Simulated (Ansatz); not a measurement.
LiSiN (model structure, started from the NaSnP type, P6₃mc, No. 186, 6 atoms in the cell), treated with PBEsol in Ansatz (plane waves, PAW).

Run with plane-wave cutoff 520 eV, 12×12×4 k mesh (along the axes of the cell as run), Fermi–Dirac smearing 0.01 eV, scalar-relativistic PAW data made under PBE.

Cell (relaxed with PBEsol):

```cif
data_Li2N2Si2
_chemical_formula_sum 'Li2 Si2 N2'
_space_group_name_H-M_alt 'P63mc'
_space_group_IT_number 186
_space_group_name_Hall 'P 6c -2c'
_cell_length_a 2.81583
_cell_length_b 2.81583
_cell_length_c 9.22849
_cell_angle_alpha 90.000
_cell_angle_beta 90.000
_cell_angle_gamma 120.000
loop_
_atom_site_label
_atom_site_type_symbol
_atom_site_symmetry_multiplicity
_atom_site_Wyckoff_symbol
_atom_site_fract_x
_atom_site_fract_y
_atom_site_fract_z
_atom_site_occupancy
Li1 Li 2 b 0.33333 0.66667 0.26993 1
Si1 Si 2 a 0.00000 0.00000 0.01455 1
N1 N 2 b 0.66667 0.33333 0.10633 1
```

Problem. Give the computed band gap, smallest direct gap on the k points sampled and Γ–Γ gap.

Solution. 
- band gap: 1.04 eV (indirect)
- smallest direct gap on the k points sampled: 1.24 eV
- Γ–Γ gap: 5.11 eV

Note: the relaxation could raise the start's symmetry but not lower it, so the cell can be a saddle point.

The computed numbers hold no vibrational or temperature effects.

A model structure was made by putting elements into a prototype or built by hand; it is no filed structure, need not be a known phase, and can be a saddle point held by its symmetry.

Ansatz is a program for electronic structure.
